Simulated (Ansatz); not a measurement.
A zone-centre phonon calculation of Li₃In (I4/mmm, 4 atoms in the cell) with Ansatz (an electronic-structure program).

Method of the run: LDA (PW92), PAW files made with PBE (plane waves; Ansatz).

```yaml
crystal:
  lattice:
    - [-2.08073, 2.08073, 4.22808]
    - [2.08073, -2.08073, 4.22808]
    - [2.08073, 2.08073, -4.22808]
  atoms:
    - { symbol: Li, position: [0.75000, 0.25000, 0.50000] }
    - { symbol: Li, position: [0.25000, 0.75000, 0.50000] }
    - { symbol: Li, position: [0.50000, 0.50000, 0.00000] }
    - { symbol: In, position: [0.00000, 0.00000, 0.00000] }
```

Reference input (self-consistent single point, DFT, LDA (PW92), plane waves, PAW files made with PBE): kpoints.mp_grid.grid = 11 11 11; hamiltonian.xc = lda; hamiltonian.pseudopotentials = {kind: paw} (the program's default PAW files); scf.occupations.method = gaussian; scf.occupations.width = 0.2 eV. This run's input differs from it in these lines:

```diff
@@ -23,6 +23,4 @@
     width: 0.2 eV
-output:
-  forces: true
-  eigenvalues: true
-  stress: true
+phonons:
+  method: dfpt
```

Log, with long lists cut:

```
SCF iter   1: F=—  HF=-6063.777853 eV  |F-HF|=—  |Δ(HF+E_count)|=         —  Δρ=2.98e-2  dr2=1.24e0  ethr=3.10e-3  ⟨swp⟩=4.2  Hψ=14814  notcnv=0
all-band conjugate gradients solve this SCF's bands
preconditioner: auto → Kerker (q_TF=auto, 2.233 Å⁻¹)
SCF iter   2: F=—  HF=-6063.368845 eV  |F-HF|=—  |Δ(HF+E_count)|=   4.09e-1  Δρ=1.42e-2  dr2=2.90e-1  ethr=3.10e-3  ⟨swp⟩=2.0  Hψ=7549  notcnv=0  defer=11
   [... lines left out ...]
SCF iter   7: F=—  HF=-6063.263390 eV  |F-HF|=—  |Δ(HF+E_count)|=   1.41e-6  Δρ=9.46e-6  dr2=9.34e-8  ethr=1.06e-8  ⟨swp⟩=2.0  Hψ=3813  notcnv=0  defer=11
SCF iter   8: F=—  HF=-6063.263390 eV  |F-HF|=—  |Δ(HF+E_count)|=   1.65e-8  Δρ=2.24e-6  dr2=4.65e-9  ethr=4.24e-10  ⟨swp⟩=2.5  Hψ=5105  notcnv=0  defer=11
SCF iter   9: F=—  HF=-6063.263390 eV  |F-HF|=—  |Δ(HF+E_count)|=  5.65e-10  Δρ=4.59e-7  dr2=2.12e-10  ethr=2.12e-11  ⟨swp⟩=2.0  Hψ=5238  notcnv=0  defer=11
SCF iter  10: F=-6063.263390 eV  HF=-6063.263390 eV  |F-HF|=4.55e-12  |Δ(HF+E_count)|=  1.82e-12  Δρ=8.72e-8  dr2=9.26e-12  ethr=1.00e-12  ⟨swp⟩=4.6  Hψ=13409  notcnv=0
SCF 1 converged in 10 iterations: F = -6063.263390 eV  dr2 = 9.26e-12
DFPT response loops at Γ: preconditioner auto → Kerker (q_TF=auto, 2.233 Å⁻¹) (partly filled bands, converged f_vac=0.000) …
Free energy (F): -6063.263390 eV
Internal energy: -6063.232652 eV  (E = F + TS)
E sigma→0 (E₀):  -6063.248021 eV
Entropy (-TS):   -0.030738 eV (-7.684 meV/atom)
Fermi energy:    4.449271 eV
--- Phonons (Γ-DFPT): 6 representative perturbations + reference, on 216 of 1331 k-points (Σ response iterations 19) ---
  k mesh reduced under 4 symmetry operations, with k and −k counted as one. Each operation leaves every solved displacement unchanged or reverses it
  ASR residual: 1.988e-5 → 0.000e0 eV/Å²; symmetrization residual: 2.703e-6 eV/Å²
  ASR residual per site (eV/Å²): 4.10e-6 4.10e-6 1.99e-5 1.63e-5
  Γ frequencies (cm⁻¹): 0.00 0.00 0.00 141.54 192.45 192.45 245.02 309.65 309.65 319.18 319.18 340.09
  non-analytic LO–TO correction: not included (Born effective charges unavailable; polar crystals: no LO–TO splitting at Γ)
```

The run converged in 10 iterations. 

Summary of the result:
- Free energy E − TS (on the zero of these files): -6063.2634 eV
- Fermi level (on the code's own zero): 4.45 eV
- Zone-centre frequencies (cm⁻¹; negative means imaginary): 0, 0, 0, 142, 192, 192, 245, 310, 310, 319, 319, 340

The starting cell comes from a database of computed structures (which also holds hypothetical and non-ambient phases and stackings), without a prior relaxation at this level.

Cost on one core of a shared machine: roughly 80 s.

Keys are those of Ansatz 0.2.
